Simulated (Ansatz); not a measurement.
## WC: pressure series

The parent structure is WC (space group P-6m2, No. 187; a = 2.898 Å, c = 2.828 Å).

Cell and atoms are relaxed at each pressure.

Method: Kohn–Sham DFT with the PBEsol functional, run in Ansatz (a first-principles code) with PAW and 420 eV plane waves, spin-orbit coupling left out.

Notes on the quantities. enthalpy: H = E + PV relative to the base's energy.

```
case               volume per atom       enthalpy
-----------------  ---------------  -------------
base                      10.29 Å³              –
pressure −2 GPa           10.34 Å³  -0.13 eV/atom
pressure −1 GPa           10.31 Å³  -0.06 eV/atom
pressure 0.9 GPa        (withheld)  +0.06 eV/atom
pressure 2.1 GPa        (withheld)  +0.13 eV/atom
pressure 4.5 GPa          10.18 Å³  +0.29 eV/atom
pressure 9 GPa            10.07 Å³  +0.57 eV/atom
pressure 15 GPa            9.94 Å³  +0.95 eV/atom
pressure 22.5 GPa          9.79 Å³  +1.41 eV/atom
pressure 30 GPa            9.64 Å³  +1.86 eV/atom
```

### Question
Some entries are withheld; estimate them.

### Answer

- pressure 0.9 GPa, volume per atom: 10.26 Å³
- pressure 2.1 GPa, volume per atom: 10.23 Å³

Load acts through the strain it causes; cell and atoms are relaxed under it. No phonon test of stability was made. No other phases were tried under pressure. All final runs are without spin polarisation.
